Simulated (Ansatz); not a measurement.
Consider BaF$_{2}$ in the fluorite structure (space group Fm-3m, No. 225; a = 6.137 Å). Axes: x, y, z lie along the cube axes.

Level of theory: PBEsol, PAW, 420 eV (Ansatz, a program for electronic structure; scalar-relativistic without spin-orbit coupling).

Base values:

| Item | Value |
|---|---|
| Band gap | 6.83 eV |
| Pressure | 0.00 GPa |

One thing is altered: biaxial strain −1.16 %, plane normal [001], relaxed out of plane (Cartesian); in-plane vectors clamped, the third vector and the atoms free.

**Question.** Predict the new band gap.

**Answer.** The band gap goes up by 0.037 eV (6.83 eV → 6.86 eV).

**Question.** What happens to the pressure?

**Answer.** The pressure (mean of the normal stresses, compression positive) goes from zero to 0.78 GPa.

Stability against distortions was not tested.
